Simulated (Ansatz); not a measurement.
Consider SnSe2 in the CdI2 type structure (space group P-3m1, No. 164; a = 3.8258 Å, c = 6.2309 Å; layered, stacked along the Cartesian z axis).

Method: plane-wave PAW DFT at the r2SCAN+rVV10 level (Ansatz, a quantum-chemistry and plane-wave program, 500 eV), no SOC.

Before the change:

Smallest direct gap: 1.49 eV
Band gap: 0.94 eV
Width of the top valence band: 1.56 eV
Volume per atom: 26.33 Å³
Gap character: indirect, K–Γ (71 % along) → k = (0, -1/2, 1/3) in the run's primitive reciprocal basis

The change: cell and atoms relaxed at a pressure of 9 GPa.

**Question.** What does the calculation give for the smallest direct gap, band gap, width of the top valence band, volume per atom and gap character after the change?

**Answer.** The smallest direct gap falls by 0.10 eV to 1.39 eV; the band gap falls by 0.70 eV to 0.24 eV; the width of the top valence band goes up by 1.59 eV (1.56 eV → 3.15 eV); the volume per atom decreases by 4.065 Å³ to 22.26 Å³; the gap character changes from indirect, K–Γ (71 % along) → k = (0, -1/2, 1/3) in the run's primitive reciprocal basis to indirect, K–Γ (80 % along) → K.

Load acts through the strain it causes; cell and atoms are relaxed under it. No phonon test of stability was made. Competing high-pressure phases were not computed. The zero or small gap of SnSe2 under pressure 9 GPa can change with the level of theory.
